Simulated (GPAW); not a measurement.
GPAW run on Lu (P6_3/mmc, 4 atoms in the cell): self-consistent single point.

Level of theory: PBE, GPAW PAW datasets PBE (gpaw-data 1.0.1) (plane waves; GPAW).

The change in words: lattice scaled by 0.98. Reference geometry:
```
Lu
1.0
    3.42453     0.00000     0.00000
   -1.71227     2.96573     0.00000
    0.00000     0.00000    11.01846
Lu
4
Direct
  0.00000   0.00000   0.00000
  0.00000   0.00000   0.50000
  0.33333   0.66667   0.25000
  0.66667   0.33333   0.75000
```

Reference input (self-consistent single point, DFT PBE, plane waves, GPAW PAW datasets PBE (gpaw-data 1.0.1)): mode = pw; ecut = 800 eV; xc = PBE; kpts = 8 8 2; mesh shift (steps) = 0 0 0; occupations.name = methfessel-paxton; occupations.width = 0.1 eV; occupations.order = 0; nbands = -12; convergence.forces = 0.001 eV/Å; symmetry.symmorphic = false; symmetry.tolerance = 0.0005. This run's input differs from it in these lines:

```diff
@@ -5,5 +5,5 @@
 atoms = Atoms(['Lu', 'Lu', 'Lu', 'Lu'],
-              cell=[[3.424533, 0.000000, 0.000000],
-                    [-1.712267, 2.965732, 0.000000],
-                    [0.000000, 0.000000, 11.018457]],
+              cell=[[3.356042, 0.000000, 0.000000],
+                    [-1.678022, 2.906417, 0.000000],
+                    [0.000000, 0.000000, 10.798088]],
               scaled_positions=[[0.000000, 0.000000, 0.000000],
```

Output (repeated stretches shortened):

```
     iter     time        total  log10-change:
                         energy   eigst   dens  force
iter:   1 --:--:--   -16.589620
iter:   2 --:--:--   -16.461373   -1.94  -1.80
iter:   3 --:--:--   -16.556315   -0.87  -1.83
iter:   4 --:--:--   -16.637698   -2.29  -2.11
iter:   5 --:--:--   -16.596108   -3.37  -2.06
iter:   6 --:--:--   -16.006790   -1.56  -2.08
iter:   7 --:--:--   -16.004092   -2.85  -2.86
iter:   8 --:--:--   -16.003812c  -3.93  -3.05
iter:   9 --:--:--   -16.003828c  -3.78  -3.17
iter:  10 --:--:--   -16.003757c  -4.53  -3.29
iter:  11 --:--:--   -16.003807c  -5.46  -4.11c
iter:  12 --:--:--   -16.003745c  -5.88  -3.99
iter:  13 --:--:--   -16.003752c  -5.39  -4.25c
iter:  14 --:--:--   -16.003724c  -5.99  -4.36c
iter:  15 --:--:--   -16.003725c  -7.49c -4.63c
iter:  16 --:--:--   -16.003726c  -8.57c -4.64c -16.78c
Converged after 16 iterations.

Dipole moment: (-0.000000, 0.000000, -0.000000) |e|*Ang

Energy contributions relative to reference atoms: (reference = -1585148.940591)

Kinetic:         -9.110862
Potential:      +15.344124
External:        +0.000000
XC:             -21.906482
Entropy (-ST):   -0.023364
Local:           -0.318824
SIC:             +0.000000
--------------------------
Free energy:    -16.015408
Extrapolated:   -16.003726

Showing only first 2 kpts
 Kpt  Band  Eigenvalues  Occupancy
  0    48     10.06167    0.00000
  0    49     10.37974    0.00000
  0    50     10.44620    0.00000
  0    51     11.45155    0.00000

  1    48      9.95655    0.00000
  1    49      9.95655    0.00000
  1    50     11.33609    0.00000
  1    51     11.33609    0.00000

Fermi level: 9.33666

No gap
No difference between direct/indirect transitions
Energy (eV): -16.003726

Forces in eV/Ang:
  0 Lu    0.00000    0.00000    0.00000
  1 Lu    0.00000    0.00000    0.00000
  2 Lu    0.00000    0.00000    0.00000
  3 Lu    0.00000   -0.00000   -0.00000

Stress tensor:
    -0.027563    -0.000000     0.000000
    -0.000000    -0.027563     0.000000
     0.000000     0.000000    -0.031649
Stress (GPa, Voigt): [-4.4161 -4.4161 -5.0707  0.      0.     -0.    ]
```

The run converged in 16 iterations. GPAW prints stress with tension positive. Against the reference run the free energy goes up by 31.7 meV/atom and the pressure goes from 1.45 to 4.63 GPa.

The starting cell was generated: these elements placed on a structure prototype, without a prior relaxation; it need not be a known phase or ordering of this composition. Its lattice was rescaled by a random factor within 2.5 % of one. For this run, on top of that: lattice scaled by 0.98. With a pressure of about 5 GPa the cell is away from its equilibrium volume at this level.

Cost on one core of a shared machine: roughly 3 min.
